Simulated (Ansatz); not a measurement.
Formation energy of the bound charge states of As on the Si site (As_Si) in alpha quartz (start: the Si site; 72-site cell, 2×2×2 Γ-centred sampling) against the Fermi level, Si-rich (Δμ(Si) = 0.00 eV, Δμ(As) = -0.13 eV, bounded by SiAs2 (Pbam); only phases computed here count, gases as isolated molecules at 0 K). All values below come from PBE, PAW (plane waves to 420 eV; Ansatz, a program for electronic structure).

Details: 72-site cell; 2×2×2 Γ-centred k-points; host gap 5.68 eV; charged states image-corrected; not converged in cell size; flagged in the runs: a host whose relaxation on this sampling wasn't shown to rest, a strain field that reaches the edge of the cell.

```
E_F − E_VBM (eV)  q = +1  q = 0  q = −1
----------------  ------  -----  ------
0.00                4.10   6.92    9.91
0.71                4.81   6.92    9.20
1.42                5.52   6.92    8.49
2.13                6.23   6.92    7.78
2.84                6.94   6.92    7.07
3.55                7.65   6.92    6.36
4.26                8.36   6.92    5.65
4.97                9.07   6.92    4.94
5.68                9.78   6.92    4.23
```

Crossings of the lowest lines: (+1/0) at 2.83 eV; (0/−1) at 2.99 eV.
